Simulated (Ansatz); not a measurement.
# SnO₂ (model structure, started from the tetragonal ZrO2 type, P4₂/nmc, No. 137, 6 atoms in the cell)

These are r²SCAN+rVV10 (plane waves, PAW; Ansatz, an electronic-structure program) values and carry that method's errors.

Run with plane-wave cutoff 560 eV, 10×10×8 k mesh (along the axes of the cell as run), Fermi–Dirac smearing 0.01 eV, scalar-relativistic PAW data made under PBE.

Cell (relaxed at this level):

Space group P4₂/nmc, origin choice 1 (No. 137); a = b = 3.543 Å, c = 5.390 Å, α = β = γ = 90.00°

```tsv
atom	site	symmetry	x	y	z
Sn	2a	-4m2	0.0000	0.0000	0.0000
O	4d	2mm.	0.0000	0.5000	0.1793
```

```json
{
 "band_gap": "1.72 eV (on the SCF k mesh)"
}
```

Note: the relaxation could raise the start's symmetry but not lower it, so the cell can be a saddle point.

Spin–orbit coupling is not included.

Computed values are for the static lattice.

Cost on a shared machine: around 2.2 core-minutes (rough).

A model structure was made by putting elements into a prototype or built by hand; it is no filed structure, need not be a known phase, and can be a saddle point held by its symmetry.
